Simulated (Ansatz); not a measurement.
Defect: interstitial Mg in wurtzite ZnO, charge state +2. The step: a concerted move, in which Mg travels most; the atom moves 1.94 Å along (-0.36, 0.28, 0.12) of the unit cell; the moving atom starts with neighbours 3 O at 2.03, 2 O at 2.33, O at 2.35; 3 Zn at 2.46 Å and ends with O at 1.89, 2 O at 1.97, O at 2.06 Å. DFT values are from Ansatz (plane-wave PAW, 420 eV unless said) in a cell of 72 host sites, spin-restricted, static, with no finite-size correction. The charge state is imposed; whether it is stable for some Fermi level was not computed. Sites that were not tried may lie lower. For the PBE band: the program found a first-order saddle point.

```csv
Level,Forward barrier (eV),Cost of the band or of the saddle's single point
"CHGNet universal potential (has no charge state), its own band",0.45,-
"PBE, one k-point at (0.125, 0.250, 0.250), band relaxed",0.67,very roughly 60 core-minutes
"PBE, a 2×2×2 k-point mesh shifted by half a step along c, same geometries",0.64,around 4 core-minutes (rough)
"r2SCAN at 500 eV, one k-point at (0.125, 0.250, 0.250), same geometries",?,very roughly 2.5 core-minutes
```

Q: Some entries are withheld; supply them.

A: 
- r2SCAN at 500 eV, one k-point at (0.125, 0.250, 0.250), same geometries, Forward barrier (eV): 0.56

Ansatz is a quantum-chemistry and plane-wave program.
